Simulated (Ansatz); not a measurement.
InP: P vacancy, symmetric start

The reference is an 8-atom supercell of InP in the zinc blende structure (space group F-43m, No. 216; a = 5.9073 Å) at its relaxed geometry.

The change: one P atom is removed, atoms relaxed at fixed cell.

Level of theory: r2SCAN in Ansatz (plane waves to 500 eV, PAW, no spin-orbit coupling), earlier PAW set. Γ-centred 4×4×4 mesh, Fermi–Dirac width 0.01 eV.

The energy gained by relaxation comes out as 0.10 eV and the largest displacement of a host atom from its site in the perfect cell amounts to 0.09 Å. The mean distance from the defect site to its nearest host atoms drops by 0.166 bohr to 4.67 bohr.

Final structure:

```
CELL_PARAMETERS angstrom
     -5.90731     0.00000     0.00000
      0.00000     0.00000     5.90731
      0.00000     5.90731     0.00000
ATOMIC_POSITIONS crystal
  P  0.75000 0.75000 0.25000
  P  0.75000 0.25000 0.75000
  P  0.25000 0.25000 0.25000
  In 0.00857 0.99143 0.99143
  In 0.49143 0.99143 0.50857
  In 0.49143 0.50857 0.99143
  In 0.00857 0.50857 0.50857
```

Other magnetic orders, which the real material may have, were not ruled out. The cell is small, so the values are those of an ordered compound at a high defect concentration; dilute-limit values will differ. The mesh was chosen for an insulator and is coarse for the gapless case. The defect started on the symmetric site and kept its symmetry, so it may sit on a saddle. Starting moments died away, wholly or in part, for P vacancy; another magnetic solution may exist. The defect cell is spin-polarised and ends with 0.2 μB, a fractional moment that hangs on the mesh and smearing.

Ansatz is a quantum-chemistry and plane-wave program.
